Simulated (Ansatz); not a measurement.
An Ansatz (a program for electronic structure) input (Kohn–Sham DFT with the PBEsol functional, run in Ansatz with PAW and 420 eV plane waves, scalar-relativistic without spin-orbit coupling, earlier PAW set):

Ansatz 0.2 input:
```yaml
crystal:
  lattice:
    - [0, 3.2191972679, 3.2191972679]
    - [3.2191972679, 0, 3.2191972679]
    - [3.2191972679, 3.2191972679, 0]
  atoms:
    - { symbol: Mg, position: [0, 0, 0] }
    - { symbol: Te, position: [0.25, 0.25, 0.25] }
basis: { ecutwfc: 420, ecutrho_ratio: 4, xc_grid: 2, fft_grid_basis: typed }
kpoints: { mp_grid: { grid: [20, 20, 20] } }
hamiltonian:
  xc: pbesol
  dispersion: none
  pseudopotentials: { azcp: { folder: ./paw }, kind: paw }
total_charge: 0.046706
scf: { occupations: { method: fermi_dirac, width: 0.0259 }, convergence: { dr2_threshold: 0.0000000002 } }
relax: { f_tol: 0.005, max_steps: 30 }
output: { forces: true, stress: true }
checkpoint: { write: state.ck, write_every: 1000 }
```

Problem. Which symmetry and how many k-points will the program report, and about how many plane waves at Γ?

Solution. Space group F-43m (ITA 216) with 24 operations, k-points 256 of 8000, and 1291 plane waves at Γ.

Carriers are added with a uniform compensating background; total energy and stress of such cells depend on the potential's zero and are not compared; many-body gap narrowing is missing at this level. No phonon test of stability was made. The cell was made from MgTe in the zinc blende structure (space group F-43m, No. 216) by this change: holes 7.0×10^20 cm⁻³.
